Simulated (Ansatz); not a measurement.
We consider LuAlN2 (model structure, started from the LiGaO2 type, Pna2₁, No. 33, 16 atoms in the cell), described by PBE+SOC (Ansatz, a program for electronic structure, PAW).

Numerical settings: plane-wave cutoff 520 eV, 6×4×6 k mesh (along the axes of the cell as run), Fermi–Dirac smearing 0.01 eV, PAW data made under PBE.

Cell (relaxed with PBEsol):

```yaml
crystal:
  lattice:
    - [5.86658, 0.00000, 0.00000]
    - [0.00000, 6.91545, 0.00000]
    - [0.00000, 0.00000, 5.13348]
  atoms:
    - { symbol: Lu, position: [0.59854, 0.87709, 0.98451] }
    - { symbol: Lu, position: [0.40146, 0.12291, 0.48451] }
    - { symbol: Lu, position: [0.90146, 0.37709, 0.48451] }
    - { symbol: Lu, position: [0.09854, 0.62291, 0.98451] }
    - { symbol: Al, position: [0.57305, 0.37341, 0.00136] }
    - { symbol: Al, position: [0.42695, 0.62659, 0.50136] }
    - { symbol: Al, position: [0.92695, 0.87341, 0.50136] }
    - { symbol: Al, position: [0.07305, 0.12659, 0.00136] }
    - { symbol: N, position: [0.04989, 0.10419, 0.36774] }
    - { symbol: N, position: [0.95011, 0.89581, 0.86774] }
    - { symbol: N, position: [0.45011, 0.60419, 0.86774] }
    - { symbol: N, position: [0.54989, 0.39581, 0.36774] }
    - { symbol: N, position: [0.39533, 0.14600, 0.91959] }
    - { symbol: N, position: [0.60467, 0.85400, 0.41959] }
    - { symbol: N, position: [0.10467, 0.64600, 0.41959] }
    - { symbol: N, position: [0.89533, 0.35400, 0.91959] }
```

Problem. Estimate the band gap and Γ–Γ gap that the calculation returns.

Solution. 
- band gap = 2.86 eV (on the SCF k mesh)
- Γ–Γ gap = 3.00 eV

Note: the relaxation could raise the start's symmetry but not lower it, so the cell can be a saddle point; cell and atoms aren't relaxed at this level (largest force component 0.10 eV/Å, pressure 4.2 GPa).

The computed numbers hold no vibrational or temperature effects.

Cost on a shared machine: about 17 core-minutes (a rough figure).

A model structure was made by putting elements into a prototype or built by hand; it is no filed structure, need not be a known phase, and can be a saddle point held by its symmetry.
